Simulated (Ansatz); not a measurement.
Consider CdTe in the zinc blende structure (space group F-43m, No. 216; a = 6.618 Å).

Calculations: PBE in Ansatz (plane waves to 420 eV, PAW, spin-orbit coupling left out).

One change was made to it. Results:

```tsv
quantity	base	after
band gap	0.59 eV	0.92 eV
density	5.50 g/cm³	6.14 g/cm³
```

Q: What was done to the base?
A) pressure 0.3 GPa
B) pressure 5 GPa
C) pressure −2 GPa

A: B, pressure 5 GPa. For comparison, the band gap in the other runs: pressure −2 GPa gives 0.39 eV; pressure 0.3 GPa gives 0.61 eV.

Spin-orbit coupling, missing from the scalar runs, can matter with Te. Load acts through the strain it causes; cell and atoms are relaxed under it. Whether these cells are dynamically stable was not tested. Measured, CdTe leaves this structure (for cinnabar) near 3.53 GPa (temperature not stated; as listed in Datta, Sujoy, Jana, Debnarayan, arXiv (2020)), on rising pressure, with hysteresis.

Ansatz is a quantum-chemistry and plane-wave program.
